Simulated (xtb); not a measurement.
xtb 6.7.1, GFN2-xTB: La(OH)(OSiH3)2 ([OH][La]([O][SiH3])[O][SiH3]), 13 atoms. The geometry is a generated start, not checked to be a minimum at this level.

- method: GFN2-xTB
- --acc: 1 (default)
- --etemp (K): 300 (default)
- detailed input (--input): none: ANC optimiser, Lindh (1995) Hessian, microcycle=20, maxdispl=1.0, hlow=0.01 (default)
- basis functions: 49
- valence electrons: 36

```xyz
13

La     0.6230     0.4147     0.7486
O      1.3971     2.1589     1.6852
H      1.0397     3.0322     1.4641
O     -0.8683     0.9273    -0.7181
Si    -1.7351     1.9941    -1.5511
H     -3.1129     2.0222    -1.0347
H     -1.7258     1.5834    -2.9621
H     -1.1161     3.3356    -1.3953
O      1.2900    -1.6227     1.2581
Si     1.0935    -3.1322     0.7415
H     -0.2969    -3.5686     1.0068
H      2.0509    -3.9689     1.4770
H      1.3610    -3.1760    -0.7199
```

Charge 0 and multiplicity 1 are set for this test and not shown to be the ground state.

The structure is relaxed from this start with --opt LEVEL for the levels crude, sloppy, loose, lax, normal, tight, vtight, extreme, once each. Up to the end of the extreme run atoms move by at most 3.4 Å along an axis.

### Question
Which level is enough to come within 1 meV of the tightest end point?

### Answer
normal: 164 cycles against 172, ending 0.16 meV above.

| level | cycles | energy above the extreme run (meV) | gradient norm (eV/Å) |
|---|---|---|---|
| crude | 1 | 3400 | 0.11 |
| sloppy | 1 | 3400 | 0.11 |
| loose | 1 | 3400 | 0.11 |
| lax | 1 | 3400 | 0.11 |
| normal | 164 | 0.16 | 0.036 |
| tight | 168 | under 0.01 | 0.0090 |
| vtight | 169 | under 0.01 | 0.0034 |
| extreme | 172 | — | 0.0022 |
